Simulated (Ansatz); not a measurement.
Take Ti in the hcp (Mg type) structure (space group P6_3/mmc, No. 194; relaxed with 0.1 eV smearing) as the base.

```yaml
crystal:
  lattice:
    - [2.93978, 0.00000, 0.00000]
    - [-1.46989, 2.54592, 0.00000]
    - [0.00000, 0.00000, 4.65400]
  atoms:
    - { symbol: Ti, position: [0.66667, 0.33333, 0.75000] }
    - { symbol: Ti, position: [0.33333, 0.66667, 0.25000] }
```

Cartesian axes are those of the cell as printed.

Level of theory: Ansatz (a quantum-chemistry and plane-wave program) PBE, no spin-orbit coupling.

Strains are applied to the cell and any free atomic positions relax.

One change was made to it. Results:

The energy grows by 8.6 meV/atom; the band gap remains zero.

Which of these changes matches the shifts?
A. uniaxial strain ε_zz = −0.50 %
B. uniaxial strain ε_zz = +3.00 %
C. uniaxial strain ε_zz = −2.50 %
D. uniaxial strain ε_zz = +1.00 %

B, uniaxial strain ε_zz = +3.00 %. For comparison, the energy relative to the base in the other runs: uniaxial strain ε_zz = −2.50 % gives +6.6 meV/atom; uniaxial strain ε_zz = −0.50 % gives +0.3 meV/atom; uniaxial strain ε_zz = +1.00 % gives +1.0 meV/atom.

Stability against distortions was not tested. The final runs are not spin-polarised.
